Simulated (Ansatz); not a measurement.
Band structure of Tl (P6_3/mmc, 2 atoms in the cell).

```yaml
crystal:
  lattice:
    - [3.56519, 0.00000, 0.00000]
    - [-1.78259, 3.08754, 0.00000]
    - [0.00000, 0.00000, 5.75610]
  atoms:
    - { symbol: Tl, position: [0.33333, 0.66667, 0.25000] }
    - { symbol: Tl, position: [0.66667, 0.33333, 0.75000] }
```

Method of the run: PBE, PAW files (plane waves; Ansatz, a quantum-chemistry and plane-wave program).

Settings: basis.ecutwfc = 420 eV; kpoints.mp_grid.grid = 9 9 5; hamiltonian.xc = pbe; hamiltonian.pseudopotentials = {kind: paw} (the program's default PAW files); scf.occupations.method = fermi_dirac; scf.occupations.width = 0.05 eV; kpoints.band_path.npoints = 8.

The starting cell comes from a database of computed structures (which also holds hypothetical and non-ambient phases and stackings), without a prior relaxation at this level. Its lattice was rescaled by a random factor within 2.5 % of one. Spin-orbit coupling is off.

Levels in eV from the Fermi level, bands 10 to 16:
```json
[
 {"point": "Γ", "10": "-11.08", "11": "-9.37", "12": "-5.22", "13": "-2.45", "14": "7.45", "15": "7.45", "16": "9.28"},
 {"point": "M", "10": "-11.04", "11": "-5.64", "12": "-4.55", "13": "-0.82", "14": "0.48", "15": "1.35", "16": "3.58"},
 {"point": "K", "10": "-11.08", "11": "-4.58", "12": "-4.58", "13": "-1.03", "14": "1.54", "15": "1.54", "16": "2.63"},
 {"point": "A", "10": "-11.17", "11": "-8.10", "12": "-8.10", "13": "2.91", "14": "2.91", "15": "8.32", "16": "8.32"},
 {"point": "L", "10": "-11.06", "11": "-4.76", "12": "-4.76", "13": "-1.93", "14": "-1.93", "15": "5.25", "16": "5.25"},
 {"point": "H", "10": "-11.07", "11": "-4.21", "12": "-4.21", "13": "-0.68", "14": "-0.68", "15": "0.32", "16": "0.32"}
]
```

Bands cross the Fermi level along this path, so the cell is metallic at this level.

Keys are those of Ansatz 0.2.
